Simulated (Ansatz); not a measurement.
MgS (model structure, started from the BN type, Pm-3n, No. 223, 12 atoms in the cell), treated with r²SCAN in Ansatz (PAW).

Settings: plane-wave cutoff 560 eV, 6×6×6 k mesh, Fermi–Dirac smearing 0.01 eV, scalar-relativistic PAW data made under PBE.

Cell (relaxed at this level):

```xyz
12
Lattice="6.9443 0.0000 0.0000 0.0000 6.9443 0.0000 0.0000 0.0000 6.9443" Properties=species:S:1:pos:R:3 pbc="T T T"
Mg     1.7361     0.0000     3.4722
Mg     3.4722     1.7361     0.0000
Mg     3.4722     5.2083     0.0000
Mg     5.2083     0.0000     3.4722
Mg     0.0000     3.4722     5.2083
Mg     0.0000     3.4722     1.7361
S      1.7361     3.4722     0.0000
S      0.0000     1.7361     3.4722
S      0.0000     5.2083     3.4722
S      5.2083     3.4722     0.0000
S      3.4722     0.0000     5.2083
S      3.4722     0.0000     1.7361
```

Problem. Give the computed band gap.

Solution. 
- band gap = 3.57 eV (on the SCF k mesh)

Note: the relaxation could raise the start's symmetry but not lower it, so the cell can be a saddle point.

Static lattice: no zero-point or thermal effects.

It cost roughly 2.9 core-minutes of CPU time.

A model structure was made by putting elements into a prototype or built by hand; it is no filed structure, need not be a known phase, and can be a saddle point held by its symmetry.

Ansatz is a program for electronic structure.
